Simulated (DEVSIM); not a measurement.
System: abrupt Si p-n junction, at 300 K.

| layer (left to right) | material | thickness (μm) | Nd (cm⁻³) | Na (cm⁻³) | τn (s) | τp (s) |
|---|---|---|---|---|---|---|
| 1 | Si | 2.10 | - | 6.1e16 | 0.00014 | 0.00014 |
| 2 | Si | 93.0 | 3e15 | - | 0.00014 | 0.00014 |

Left contact: ohmic. Right contact: ohmic. Voltage is applied to the left contact. Recombination: SRH at mid-gap, radiative, Auger. Mobility is constant in doping.

The device is made up for the run: typed textbook-type constants, with dimensions and the other settings drawn at random. Values at 300 K.

```tsv
parameter	Si
gap (eV)	1.124
affinity (eV)	4.05
permittivity	11.7
Nc (cm⁻³)	2.86e19
Nv (cm⁻³)	3.1e19
μn (cm²/Vs)	1417
μp (cm²/Vs)	470
B (cm³/s)	4.7e-15
Cn (cm⁶/s)	2.8e-31
Cp (cm⁶/s)	9.9e-32
```

Model (solved in DEVSIM): 1D drift-diffusion, Boltzmann statistics, complete ionisation; no tunnelling, impact ionisation, image-force lowering or self-heating.

**Question.** Give the dark forward current.

**Answer.** 
(V (V), J (A/cm²)): (0.05, 4.3e-10); (0.15, 2.1e-8); (0.20, 1.4e-7); (0.30, 6.8e-6); (0.40, 0.00033); (0.45, 0.0022); (0.55, 0.10); (0.60, 0.58); (0.70, 5.9); (0.80, 20); (0.85, 32); (0.95, 63); (1.05, 100); (1.10, 130); (1.20, 190); (1.25, 230); (1.35, 300); (1.45, 390); (1.50, 440); (1.60, 550)
